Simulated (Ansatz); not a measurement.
Hypothetical diamond Pt: pressure series

The reference is Pt in the diamond structure (space group Fd-3m, No. 227; a = 5.688 Å; a hypothetical phase, not in the database extracts checked).

Cell and atoms are relaxed at each pressure.

Method: PBEsol (Ansatz, a program for electronic structure, PAW, spin-orbit coupling left out).

Two rows of this table had their results exchanged by mistake.

| pressure | volume per atom (Å³) | shortest distance (Å) | band gap |
|---|---|---|---|
| pressure −2 GPa | 23.37 | 2.476 | zero |
| pressure −1 GPa | 22.53 | 2.446 | zero |
| pressure 0.3 GPa | 22.96 | 2.461 | zero |
| pressure 0.7 GPa | 22.89 | 2.459 | zero |
| pressure 1.5 GPa | 22.76 | 2.454 | zero |
| pressure 3 GPa | 23.18 | 2.469 | zero |
| pressure 5 GPa | 22.25 | 2.436 | zero |
| pressure 7.5 GPa | 21.92 | 2.424 | zero |
| pressure 10 GPa | 21.62 | 2.412 | zero |

### Question
Which two?

### Answer
The rows for pressure −1 GPa and pressure 3 GPa: the volume has to fall steadily with pressure, so 23.18 Å³ belongs to pressure −1 GPa and 22.53 Å³ to pressure 3 GPa.

Load acts through the strain it causes; cell and atoms are relaxed under it. Whether these cells are dynamically stable was not tested. No other phases were tried under pressure. The final runs are not spin-polarised. Pt has a high density of states at the Fermi level and may be magnetic at this level.
